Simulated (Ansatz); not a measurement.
The parent structure is ZrSe2 in the CdI2 type structure (space group P-3m1, No. 164; layered, stacked along the Cartesian z axis).

```xyz
3
Lattice="3.7351 0.0000 0.0000 -1.8675 3.2347 0.0000 0.0000 0.0000 6.0315" Properties=species:S:1:pos:R:3 pbc="T T T"
Zr     0.0000     0.0000     0.0000
Se     0.0000     2.1564     1.5988
Se     1.8675     1.0782     4.4328
```

Cartesian axes are those of the cell as printed.

All numbers come from PBE-D3(BJ) (Ansatz, a program for electronic structure), without spin-orbit coupling.

The change: an isotropic linear strain of −2.50 %, atoms relaxed at fixed cell.

Question: Predict the stress tensor and what it implies for the stiffness.

Answer: Stress of the strained cell less that of the base (GPa, compression positive):
```
    4.0     0.0     0.0
    0.0     4.0     0.0
    0.0     0.0     2.5
```

Then B = −ΔP/(ΔV/V₀) with ΔV/V₀ = -0.0731 gives secant stiffness values (nonlinear terms included at this strain): B (at held cell shape, above the free-shape value) ≈ 48 GPa.

As a check, the harmonic strain energy −½ V₀ Δσ:ε is 20 meV/atom; the computed energy rise is 18 meV/atom.

Whether these cells are dynamically stable was not tested. All final runs are without spin polarisation.
